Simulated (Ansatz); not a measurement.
The starting structures come from a database of crystals and need not be the phases stable at ambient conditions.

Tunnelling through a barrier is set by its complex band structure: the current falls as exp(−2κd) with the smallest κ.

Consider the following.

```yaml
crystal:
  lattice:
    - [7.42768, 0.00000, 0.00000]
    - [0.24905, 10.41292, 0.00000]
    - [-3.58931, 5.20646, 3.65105]
  atoms:
    - { symbol: Cs, position: [0.24554, 0.12277, 0.00000] }
    - { symbol: Cs, position: [0.75446, 0.87723, 0.00000] }
    - { symbol: Te, position: [0.50000, 0.50000, 0.00000] }
    - { symbol: Te, position: [0.50000, 0.50000, 0.50000] }
    - { symbol: Te, position: [0.00000, 0.00000, 0.50000] }
    - { symbol: Te, position: [0.00000, 0.50000, 0.00000] }
    - { symbol: O, position: [0.63045, 0.42544, 0.38978] }
    - { symbol: O, position: [0.36955, 0.57456, 0.61021] }
    - { symbol: O, position: [0.24067, 0.81522, 0.00000] }
    - { symbol: O, position: [0.75934, 0.18477, 0.00000] }
    - { symbol: O, position: [0.24066, 0.81522, 0.61021] }
    - { symbol: O, position: [0.75934, 0.18477, 0.38978] }
    - { symbol: O, position: [0.14154, 0.16272, 0.40805] }
    - { symbol: O, position: [0.85846, 0.83728, 0.59195] }
    - { symbol: O, position: [0.73349, 0.57077, 0.00000] }
    - { symbol: O, position: [0.26651, 0.42923, 0.00000] }
    - { symbol: O, position: [0.73349, 0.57077, 0.59195] }
    - { symbol: O, position: [0.26651, 0.42923, 0.40805] }
```

Space group of this cell: R-3m. The cell is taken as given; by r2SCAN its mean pressure is 0.8 GPa.

Transport runs along the normal of the first two printed cell vectors, the (110) plane of the conventional cell.

No gap correction and no spin-orbit coupling; mid-gap values are interpolated between computed energies.

**Question.** Give the band gap and the smallest decay constant κ at mid-gap that Ansatz (a first-principles code) with r2SCAN yields.

**Answer.** Gap 0.95 eV on a 8×8×8 mesh; κ = 0.199 1/Å, at (0.000, 0.500) of the in-plane reciprocal vectors. At the zone centre, at the nearest computed energy, the slowest state has κ = 0.20 1/Å.
